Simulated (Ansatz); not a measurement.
## Phonon-limited transport in Ir (Fm-3m)

Here is the system:

```yaml
crystal:
  lattice:
    - [0.00000, 1.93507, 1.93507]
    - [1.93507, 0.00000, 1.93507]
    - [1.93507, 1.93507, 0.00000]
  atoms:
    - { symbol: Ir, position: [0.00000, 0.00000, 0.00000] }
```

Calculation: PBE, DFPT electron-phonon coupling, linearised Boltzmann equation (plane waves, PAW, scalar-relativistic; Ansatz, an electronic-structure program). Condition of this run: functional PBE. Cell: relaxed with this functional, without spin-orbit coupling.

```yaml
resistivity at 300 K: 4.9 μΩ·cm
resistivity at 77 K: 0.66 μΩ·cm
electron mean free path at 300 K (weighted by the current that each state carries): 8.2 nm
resistivity times mean free path for one path shared by all states (from the Fermi surface's area): 3.7 ×10⁻¹⁶ Ω·m²
electron-phonon coupling λ: 0.42
transport coupling λ_tr: 0.47
logarithmic_mean_phonon_energy: 17.4 meV
density of states at the Fermi level: 0.47 states/(eV·spin·cell)
drude_plasma_energy: 10.4 eV
Hall coefficient at 300 K: 4.4 ×10⁻¹¹ m³/C
```

A metal at this level (no band gap). Only scattering by harmonic phonons is included (no impurities, grain boundaries, electron-electron scattering or thermal expansion). Spin-orbit coupling is left out, which matters with elements this heavy. Halving the electron mesh (36x36x36) moves the resistivity by up to 1 % at 300 K, the mean free path by up to 6 %, the coupling by up to 6 %. Smearing 0.20 eV; phonons on a 6x6x6 q mesh, which this run doesn't test and which matters most at low temperature.
